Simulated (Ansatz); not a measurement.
Consider TaN (space group P6/mmm, No. 191; a = 5.202 Å, c = 2.906 Å). Axes: x lies along a and z along c of the hexagonal cell.

Computed with PBEsol, PAW, 420 eV (Ansatz, a first-principles code; no spin-orbit coupling).

Strains are applied to the cell and any free atomic positions relax.

One change was made to it. Results:

The energy goes up by 2.5 meV/atom; the pressure (mean of the normal stresses, compression positive) hardly moves (0.0 GPa against 0.1 GPa); the band gap is still zero; the shortest interatomic distance falls by 0.0190 Å (2.090 Å → 2.070 Å).

Problem. Which change produced these results?
(A) tensor shear ε_yz = −0.93 %
(B) isotropic strain +0.47 %
(C) strain tensor (xx, yy, zz, yz, xz, xy) = (−0.26, +0.31, −0.74, +1.48, −0.06, −1.12) %

Solution. A, tensor shear ε_yz = −0.93 %. For comparison, the pressure in the other runs: isotropic strain +0.47 % gives -4.4 GPa; strain tensor (xx, yy, zz, yz, xz, xy) = (−0.26, +0.31, −0.74, +1.48, −0.06, −1.12) % gives 3.4 GPa.

Without a gap, meshes like the base's 10×10×16 leave anisotropic stresses uncertain by several tenths of a GPa, and small strain energies with them. Whether these cells are dynamically stable was not tested. All final runs are without spin polarisation. This is not the structure that TaN has at room temperature and ambient pressure.
